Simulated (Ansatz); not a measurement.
Mg (R-3m, No. 166, 3 atoms in the cell; start mp-1094122; another form than the element's usual one) was calculated with LDA in Ansatz (plane waves, PAW).

From the output:

```
Relaxation: its limit of steps is 80 (relax.max_steps)
Crystal: 3 atoms, lattice volume = 63.695 Å³
Basis set: ecut = 520 eV, 1715 PW (Γ), FFT grids on a1−a3, a2−a3, a3, exchange–correlation on 48×48×120 points (8 copies of the dense FFT grid, shifted against one another)
Bands: 19, of which v1, the nominal top of the filled ones, is band 15 counted from 1 (14 counted from 0)
Symmetry: 12 space group operations
Space group: R-3m (ITA 166), of the structure as read, at distance tolerance 4.0e-5 Å
k-points: 781 of 8000
Functional: x = slater, c = lda
SCF iter   1: F=—  HF=-5704.814714 eV  |F-HF|=—  |Δ(HF+E_count)|=         —  Δρ=6.66e-3  dr2=1.17e-2
SCF iter   2: F=—  HF=-5704.802625 eV  |F-HF|=—  |Δ(HF+E_count)|=   1.21e-2  Δρ=2.57e-3  dr2=2.94e-3
  ...
SCF 1 converged in 6 iterations: F = -5704.801730 eV  dr2 = 2.04e-8
Crystal: 3 atoms, lattice volume = 63.695 Å³
Initial density: handed on by an earlier stage of this run
SCF iter   4: F=—  HF=-5704.801730 eV  |F-HF|=—  |Δ(HF+E_count)|=  2.18e-10  Δρ=9.99e-8  dr2=5.85e-12
SCF iter   5: F=-5704.801730 eV  HF=-5704.801730 eV  |F-HF|=9.09e-13  |Δ(HF+E_count)|=  9.09e-13  Δρ=3.35e-8  dr2=7.11e-13
SCF 2 converged in 5 iterations: F = -5704.801730 eV  dr2 = 7.11e-13
SCF converged after 5 iterations
Free energy (F): -5704.801730 eV
Internal energy: -5704.792110 eV  (E = F + TS)
E sigma→0 (E₀):  -5704.796920 eV
Fermi energy:    6.131817 eV
--- Forces (eV/Å), atoms counted from 1 ---
  atom   1  Mg     0.00000000     0.00000000     0.00000000
  atom   2  Mg     0.00000000    -0.00000000    -0.00008677
  atom   3  Mg     0.00000000     0.00000000     0.00008677
--- Stress (GPa, compression-positive) ---
        0.840285       0.000000       0.000000
        0.000000       0.840285       0.000000
       -0.000000       0.000000       0.813385
  P = ⅓ Tr σ = 0.8313 GPa (8.313 kbar)
```

Problem. Write an input file that could have produced this run (the log leaves some choices open).

Solution. One answer among several that fit: 
Ansatz 0.2 input:
```yaml
crystal:
  lattice:
    - [1.5532440722, 0.8967658832, 7.6214238131]
    - [-1.5532440722, 0.8967658832, 7.6214238131]
    - [0.0, -1.7935317664, 7.6214238131]
  atoms:
    - { symbol: Mg, position: [0.0, 0.0, 0.0] }
    - { symbol: Mg, position: [0.2220334398, 0.2220334398, 0.2220334398] }
    - { symbol: Mg, position: [0.7779665602, 0.7779665602, 0.7779665602] }
basis:
  ecutwfc: 520
  ecutrho_ratio: 4
  xc_grid: 2
kpoints:
  mp_grid: { grid: [20, 20, 20] }
hamiltonian:
  xc: lda
  dispersion: none
  pseudopotentials: { kind: paw }
scf:
  occupations: { method: fermi_dirac, width: 0.05 }
output:
  forces: true
  stress: true
  eigenvalues: true
relax:
  f_tol: 0.004
  escape_saddle: false
  max_steps: 80
  cell: { stress_tol: 0.02, fix: [volume] }
```

The cell is one volume of an energy–volume scan, off the minimum.

The PAW data were made under PBE.

Note: the relaxation could not lower the start's symmetry, so the cell can be a saddle point above a distorted one.

It cost very roughly 70 core-seconds of CPU time.

A start named mp-… is a Materials Project structure, which need not be a measured phase.

Ansatz is a program for electronic structure.
